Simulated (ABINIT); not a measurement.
A self-consistent single point of CsZn4As3 (P4/mmm, 8 atoms in the cell) with ABINIT.

Method of the run: Wu-Cohen GGA, PAW (JTH v2.0 PBE PAW, files made for PBE) (plane waves; ABINIT 10.0.3).

```xyz
8
Lattice="4.1749 0.0000 0.0000 0.0000 4.1749 0.0000 0.0000 0.0000 10.6722" Properties=species:S:1:pos:R:3 pbc="T T T"
Cs     0.0000     0.0000     5.3361
Zn     2.0874     0.0000     9.0310
Zn     2.0874     0.0000     1.6412
Zn     0.0000     2.0874     9.0310
Zn     0.0000     2.0874     1.6412
As     2.0874     2.0874     7.6725
As     2.0874     2.0874     2.9996
As     0.0000     0.0000     0.0000
```

Reference input (self-consistent single point, DFT, LDA (PW92), plane waves, PAW (JTH v2.0 LDA PAW)): pseudos = [Cs.LDA_PW-JTH.xml, Zn.LDA_PW-JTH.xml, As.LDA_PW-JTH.xml]; ecut = 30 Ha; pawecutdg = 60 Ha; pawxcdev = 0; ixc = 7; occopt = 3; tsmear = 0.00367493 Ha; ngkpt = 6 6 2; nshiftk = 1; shiftk = 0.5 0.5 0.5; potentials = JTH v2.0 LDA PAW; nband = 64. This run's input differs from it in these lines:

```diff
@@ -1,4 +1,4 @@
-# CsZn4As3, JTH v2.0 LDA PAW
+# CsZn4As3, JTH v2.0 PBE PAW
 pp_dirpath "./"
-pseudos "Cs.LDA_PW-JTH.xml, Zn.LDA_PW-JTH.xml, As.LDA_PW-JTH.xml"
+pseudos "Cs.GGA_PBE-JTH.xml, Zn.GGA_PBE-JTH.xml, As.GGA_PBE-JTH.xml"
 acell 7.8893609059 7.8893609059 20.1674784554
@@ -25,3 +25,3 @@
 pawxcdev 0
-ixc 7
+ixc 23
 occopt 3
```

Its files differ too (potentials: JTH v2.0 LDA PAW → JTH v2.0 PBE PAW).

The program printed (abridged):

```
--- !BeginCycle
solver: {iscf: 17, nstep: 80, nline: 4, wfoptalg: 10, }
tolerances: {toldfe: 1.00E-09, }
...

     iter   Etot(hartree)      deltaE(h)  residm     nres2
 ETOT  1  -607.66025063962    -6.077E+02 5.666E+00 5.055E+01
 ETOT  2  -619.90794833029    -1.225E+01 7.258E-01 5.112E+01
 ETOT  3  -619.76915360903     1.388E-01 1.255E-01 1.387E+01
 ETOT  4  -619.78216448671    -1.301E-02 7.051E-02 5.784E+00
 ETOT  5  -619.76708434246     1.508E-02 6.831E-02 1.630E+00
   [... 9 lines left out ...]
 ETOT 15  -619.76157129649    -1.265E-08 1.963E-03 2.095E-07
 ETOT 16  -619.76157129761    -1.123E-09 2.593E-04 7.939E-08
 ETOT 17  -619.76157129749     1.169E-10 9.816E-04 1.858E-08
 ETOT 18  -619.76157129753    -3.570E-11 1.354E-04 2.573E-09
 At SCF step   18, etot is converged :
  for the second time, diff in etot=  3.570E-11 < toldfe=  1.000E-09

 Cartesian components of stress tensor (hartree/bohr^3)
  sigma(1 1)=  4.17855733E-05  sigma(3 2)=  0.00000000E+00
  sigma(2 2)=  4.17855733E-05  sigma(3 1)=  0.00000000E+00
  sigma(3 3)=  3.40840105E-05  sigma(2 1)=  0.00000000E+00

 ----iterations are completed or convergence reached----

 reduced coordinates (array xred) for    8 atoms
       0.000000000000      0.000000000000      0.500000002187
       0.500000000000      0.000000000000      0.846220003701
       0.500000000000      0.000000000000      0.153780000673
       0.000000000000      0.500000000000      0.846220003701
       0.000000000000      0.500000000000      0.153780000673
       0.500000000000      0.500000000000      0.718930003144
   [... lines left out ...]
 Fermi (or HOMO) energy (hartree) =   0.20978   Average Vxc (hartree)=  -0.34504
   [... lines left out ...]
'-kT*entropy'       : -1.90978524832237E-04
total_energy        : -6.19761565137177E+02
total_energy_eV     : -1.68645698506221E+04
...

-Cartesian components of stress tensor (GPa)         [Pressure= -1.1538E+00 GPa]
- sigma(1 1)=  1.22937380E+00  sigma(3 2)=  0.00000000E+00
- sigma(2 2)=  1.22937380E+00  sigma(3 1)=  0.00000000E+00
- sigma(3 3)=  1.00278604E+00  sigma(2 1)=  0.00000000E+00

 Calculation completed.
```

The run converged in 18 iterations. Against the reference run the pressure goes from -3.40 to -1.15 GPa, the largest force goes from 0.171 to 0.077 eV/Å and the gap on the mesh goes from 0.724 to 0.779 eV.

The starting cell comes from a database of computed structures (which also holds hypothetical and non-ambient phases and stackings), without a prior relaxation at this level. The potentials were made for another functional than the one used. The shifted mesh does not hold Γ, so a gap read on it misses any band edge there.

Cost on one core of a shared machine: roughly 9 min.
